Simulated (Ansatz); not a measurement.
CO on the 1x1 (111) surface of fcc Ag, one in a 2x2 cell: adsorption energies (eV for each) against CO(g) in Ansatz (plane waves, PAW). Structures relaxed with PBE; the other functionals are single points on them, with slab and gas at the same level. No dispersion, zero-point or thermal terms. Rows are starts at which the adsorbate stayed.

Set-up: 18 atoms, 7.1 Å thick at the start under the adsorbate (thin: gaps and levels are the slab's own); mesh 6x6x1; 0.1 eV smearing; dipole correction on; 8 atoms held, the rest relaxed; each run with such symmetry as its start has; no spin, no spin-orbit, no U, no dispersion correction.

| site | PBE | RPBE | r2SCAN |
|---|---|---|---|
| top Ag | -0.14 | (withheld) | -0.20 |
| hollow Ag-Ag-Ag over Ag at depth 2.4 Å | -0.02 | (withheld) | -0.08 |
| hollow Ag-Ag-Ag over Ag at depth 4.7 Å | -0.02 | (withheld) | -0.08 |
| bridge Ag-Ag (span 2.9 Å) | -0.05 | (withheld) | -0.11 |

Question: What belongs in the gaps?

Answer: 
- top Ag, RPBE: 0.13
- hollow Ag-Ag-Ag over Ag at depth 2.4 Å, RPBE: 0.32
- hollow Ag-Ag-Ag over Ag at depth 4.7 Å, RPBE: 0.32
- bridge Ag-Ag (span 2.9 Å), RPBE: 0.27

RPBE moves the energies by 0.32 eV on average against PBE and puts 'top Ag' lowest, as PBE does. r2SCAN moves the energies by -0.06 eV on average against PBE and puts 'top Ag' lowest, as PBE does.

Ansatz is an electronic-structure program.
